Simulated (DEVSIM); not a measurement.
Device: Schottky contact on n-type GaN, at 300 K.

```tsv
layer (left to right)	material	thickness (μm)	Nd (cm⁻³)	τn (s)	τp (s)
1	GaN	15.0	1.1e15	1.6e-9	1.6e-9
```

Left contact: Schottky, work function 5.18 eV, emission velocity 3.3e6 cm/s. Right contact: ohmic. Voltage is applied to the left contact. Recombination: SRH at mid-gap. Mobility is constant in doping.

The device is made up for the run: typed textbook-type constants, with dimensions and the other settings drawn at random. Values at 300 K.

| parameter | GaN |
|---|---|
| gap (eV) | 3.43 |
| affinity (eV) | 4.1 |
| permittivity | 9.5 |
| Nc (cm⁻³) | 2.3e18 |
| Nv (cm⁻³) | 4.6e19 |
| μn (cm²/Vs) | 1200 |
| μp (cm²/Vs) | 100 |

Simulated with DEVSIM: 1D drift-diffusion, Boltzmann statistics, complete ionisation; no tunnelling, impact ionisation, image-force lowering or self-heating. Metal contacts follow the ideal Schottky-Mott rule: no Fermi-level pinning, no interface dipoles.

Q: Tabulate band edges, carrier densities and field at zero bias.

A: Energies count from the Fermi level of the right contact; mesh points crowd at the junctions.

| x (μm) | Ec (eV) | Ev (eV) | n (cm⁻³) | p (cm⁻³) | field (V/cm) |
|---|---|---|---|---|---|
| 0.000 | 1.080 | -2.350 | < 1e2 | < 1e2 | -19000 |
| 0.01516 | 1.052 | -2.378 | < 1e2 | < 1e2 | -19000 |
| 0.04251 | 1.001 | -2.429 | < 1e2 | < 1e2 | -18000 |
| 0.08443 | 0.927 | -2.502 | 600 | < 1e2 | -17000 |
| 0.1926 | 0.754 | -2.676 | 500000 | < 1e2 | -15000 |
| 0.3291 | 0.570 | -2.860 | 6.1e8 | < 1e2 | -12000 |
| 0.5513 | 0.354 | -3.076 | 2.6e12 | < 1e2 | -7400 |
| 1.125 | 0.200 | -3.230 | 1.0e15 | < 1e2 | -210 |
| 1.849 | 0.198 | -3.232 | 1.1e15 | < 1e2 | ≈ 0 |
| 3.027 | 0.198 | -3.232 | 1.1e15 | < 1e2 | ≈ 0 |
| 5.154 | 0.198 | -3.232 | 1.1e15 | < 1e2 | ≈ 0 |
| 9.130 | 0.198 | -3.232 | 1.1e15 | < 1e2 | ≈ 0 |
| 11.55 | 0.198 | -3.232 | 1.1e15 | < 1e2 | ≈ 0 |
| 12.89 | 0.198 | -3.232 | 1.1e15 | < 1e2 | ≈ 0 |
| 13.91 | 0.198 | -3.232 | 1.1e15 | < 1e2 | ≈ 0 |
| 14.37 | 0.198 | -3.232 | 1.1e15 | < 1e2 | ≈ 0 |
| 14.62 | 0.198 | -3.232 | 1.1e15 | < 1e2 | ≈ 0 |
| 14.78 | 0.198 | -3.232 | 1.1e15 | < 1e2 | ≈ 0 |
| 14.90 | 0.198 | -3.232 | 1.1e15 | < 1e2 | ≈ 0 |
| 14.95 | 0.198 | -3.232 | 1.1e15 | < 1e2 | ≈ 0 |
| 14.98 | 0.198 | -3.232 | 1.1e15 | < 1e2 | ≈ 0 |
| 15.00 | 0.198 | -3.232 | 1.1e15 | < 1e2 | ≈ 0 |
